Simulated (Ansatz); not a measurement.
A computed series for Nb: response to strain

The reference is Nb in the bcc (W type) structure (space group Im-3m, No. 229; a = 3.248 Å; relaxed with 0.1 eV smearing). Axes: x, y, z lie along the cube axes.

Strains are applied to the cell and any free atomic positions relax.

Computed with LDA (Ansatz, a quantum-chemistry and plane-wave program), spin-orbit coupling left out.

Candidates:
(a) uniaxial strain ε_zz = +1.00 %
(b) uniaxial strain ε_zz = −3.00 %
(c) uniaxial strain ε_zz = −0.50 %
(d) uniaxial strain ε_zz = +3.00 %

Notes on the quantities. energy relative to the base: free energy F.

Problem. Order them by energy relative to the base, highest first.

Solution. (b) uniaxial strain ε_zz = −3.00 % (+14 meV/atom), (d) uniaxial strain ε_zz = +3.00 % (+13 meV/atom), (a) uniaxial strain ε_zz = +1.00 % (+1.5 meV/atom), (c) uniaxial strain ε_zz = −0.50 % (+0.4 meV/atom)

Stability against distortions was not tested. The final runs are not spin-polarised.
